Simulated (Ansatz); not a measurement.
Level of theory: PBE (plane waves to 420 eV, PAW; Ansatz, a program for electronic structure).

Electrostatic potential energy of an electron, averaged over planes parallel to the surface, in eV from the Fermi level, for a constructed model of the (111) surface of germanium, (√3x√3)R30° Pb adatom at H3 (bottom of the slab: 3 H on 3 bottom sites):

(z (Å), V (eV)): (3.61, 4.46); (3.89, 4.46); (4.17, 4.46); (4.44, 4.46); (4.72, 4.46); (5.00, 4.46); (5.28, 4.46); (5.56, 4.45); (5.83, 4.45); (6.11, 4.45); (6.39, 4.44); (6.67, 4.42); (6.94, 4.37); (7.22, 4.26); (7.50, 4.00); (7.78, 3.32); (8.06, 2.20); (8.33, 2.38); (8.61, 2.20); (8.89, 0.12); (9.17, -2.87); (9.44, -5.48); (9.72, -7.67); (10.00, -8.88); (10.28, -8.49); (10.56, -6.62); (10.83, -4.28); (11.11, -1.53); (11.39, 1.12); (11.67, 2.19); (11.94, 1.80); (12.22, -0.27); (12.50, -3.15); (12.78, -5.70); (13.06, -7.87); (13.33, -8.98); (13.61, -8.47); (13.89, -6.52); (14.17, -4.14); (14.44, -1.33); (14.72, 1.27); (15.00, 2.27); (15.28, 1.85); (15.56, -0.22); (15.83, -3.08); (16.11, -5.62); (16.39, -7.83); (16.67, -8.94); (16.94, -8.41); (17.22, -6.44); (17.50, -3.99); (17.78, -1.14); (18.06, 1.49); (18.33, 2.50); (18.61, 2.15); (18.89, 0.19); (19.17, -2.60); (19.44, -5.02); (19.72, -6.87); (20.00, -8.12); (20.28, -7.96); (20.56, -6.52); (20.83, -4.63); (21.11, -2.26); (21.39, 0.13); (21.67, 0.79); (21.94, 0.38); (22.22, 0.15); (22.50, 0.14); (22.78, 0.35); (23.06, 1.10); (23.33, 2.35); (23.61, 3.12); (23.89, 3.42); (24.17, 3.58); (24.44, 3.65); (24.72, 3.69); (25.00, 3.71); (25.28, 3.72); (25.56, 3.72); (25.83, 3.73); (26.11, 3.73); (26.39, 3.73); (26.67, 3.73)

Slab: 28 atoms, 13.8 Å thick at the start with caps and adatoms (thin: gaps and levels are the slab's own); k 5x5x1, smearing 0.025 eV, dipole-corrected; 6 atoms held, the rest relaxed; symmetry of the start imposed; spin-polarised, no spin-orbit, no U. The slab shows no gap on its mesh. The starting moment vanished. In PBE it lies 0.09 eV a 1x1 cell over the lowest computed structure of the same composition ((√3x√3)R30° Pb adatom at T4).

Q: The surface cell has an area of 43.10 Å². What dipole along the normal does the step between the two vacuum levels imply?

A: the top vacuum level lies 0.73 eV below the bottom one; p = −ε₀ A ΔV (ε₀ = 0.005526 e/(V·Å)) gives 0.17 e·Å a cell.
